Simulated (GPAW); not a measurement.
Input and output of a self-consistent single point for TiCd (P4mm, 4 atoms in the cell) (GPAW).

Level of theory: PBEsol, GPAW PAW datasets PBEsol (made by gpaw-setup) (plane waves; GPAW 25.7.0).

```
TiCd
1.0
    2.90254     0.00000     0.00000
    0.00000     2.90254     0.00000
    0.00000     0.00000     9.05925
Ti Cd
2 2
Direct
  0.00000   0.50000   0.39679
  0.50000   0.00000   0.60873
  0.00000   0.50000   0.86667
  0.50000   0.00000   0.13333
```

Reference input (self-consistent single point, DFT PBEsol, plane waves, GPAW PAW datasets PBEsol (made by gpaw-setup)): mode = pw; ecut = 850 eV; xc = PBEsol; kpts = 5 5 2; mesh shift (steps) = 0 0 0; occupations.name = fermi-dirac; occupations.width = 0.1 eV; nbands = -10; convergence.forces = 0.001 eV/Å; symmetry.symmorphic = false; symmetry.tolerance = 0.0005; maxiter = 120. This run's input differs from it in these lines:

```diff
@@ -16,4 +16,4 @@
             xc='PBEsol',
-            kpts={'size': (5, 5, 2), 'gamma': True},
-            occupations={'name': 'fermi-dirac', 'width': 0.1},
+            kpts=(7, 7, 3),
+            occupations={'name': 'improved-tetrahedron-method'},
             nbands=-10,
```

Output, abridged:

```
     iter     time        total  log10-change:
                         energy   eigst   dens  force
iter:   1 --:--:--   -21.760423
iter:   2 --:--:--   -18.886082   -0.92  -1.19
iter:   3 --:--:--   -18.146098   -1.34  -1.38
Traceback (most recent call last):
   [... frames left out ...]
AssertionError
```

The program stopped with an error at about iteration 3. 

The starting cell comes from a database of computed structures (which also holds hypothetical and non-ambient phases and stackings), without a prior relaxation at this level. Its lattice was rescaled by up to half a per cent. One atom was moved a little off its site on purpose.
